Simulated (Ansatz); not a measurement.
Base system: CdGeAs2 in the chalcopyrite structure (space group I-42d, No. 122).

```
CdGeAs2
1.0
   -2.93676     2.93676     5.61322
    2.93676    -2.93676     5.61322
    2.93676     2.93676    -5.61322
Cd Ge As
2 2 4
Direct
  0.00000   0.00000   0.00000
  0.75000   0.25000   0.50000
  0.50000   0.50000   0.00000
  0.25000   0.75000   0.50000
  0.87500   0.85102   0.47602
  0.14898   0.62500   0.02398
  0.37500   0.39898   0.52398
  0.60102   0.12500   0.97602
```

Cartesian axes are those of the cell as printed.

All numbers come from Kohn–Sham DFT with the LDA functional, run in Ansatz (a first-principles code) with PAW and 420 eV plane waves, without spin-orbit coupling.

One thing is altered: a pure shear with ε_xz = ε_zx = 0.0080; the atoms relax in the strained cell.

**Question.** Estimate the effect on the energy relative to the base, largest internal atomic displacement and stress.

**Answer.** The energy grows by 0.8 meV/atom; the largest internal atomic displacement amounts to 0.013 Å; the stress (xx, yy, zz, yz, xz, xy; compression positive) is (0.00, 0.00, 0.01, 0.00, -0.67, 0.00) GPa.

Whether these cells are dynamically stable was not tested.
